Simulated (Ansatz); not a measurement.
ZnSe: pressure series

The reference is ZnSe in the zinc blende structure (space group F-43m, No. 216; a = 5.733 Å).

Cell and atoms are relaxed at each pressure.

Method: DFT with PBE, PAW potentials and a 420 eV plane-wave cutoff in Ansatz (a first-principles code), spin-orbit coupling left out.

Computed cases, in order: pressure −2 GPa; pressure −1 GPa; 0 GPa (base); pressure 0.9 GPa; pressure 2.1 GPa; pressure 4.5 GPa; pressure 9 GPa; pressure 15 GPa; pressure 22.5 GPa; pressure 30 GPa.

Q: Between which two neighbouring cases does the gap turn between direct and indirect?

A: Between pressure 22.5 GPa (2.14 eV, direct at Γ) and pressure 30 GPa (2.31 eV, indirect, Γ → X). The whole series: pressure −2 GPa: 1.01 eV, direct at Γ; pressure −1 GPa: 1.08 eV, direct at Γ; 0 GPa (base): 1.15 eV, direct at Γ; pressure 0.9 GPa: 1.21 eV, direct at Γ; pressure 2.1 GPa: 1.29 eV, direct at Γ; pressure 4.5 GPa: 1.42 eV, direct at Γ; pressure 9 GPa: 1.65 eV, direct at Γ; pressure 15 GPa: 1.89 eV, direct at Γ; pressure 22.5 GPa: 2.14 eV, direct at Γ; pressure 30 GPa: 2.31 eV, indirect, Γ → X.

Load acts through the strain it causes; cell and atoms are relaxed under it. Whether these cells are dynamically stable was not tested. Measured, ZnSe leaves this structure (for rock salt) near 13 GPa (temperature not stated; as listed in M. Köfferlein et al., Hyperfine Interactions (1994)).
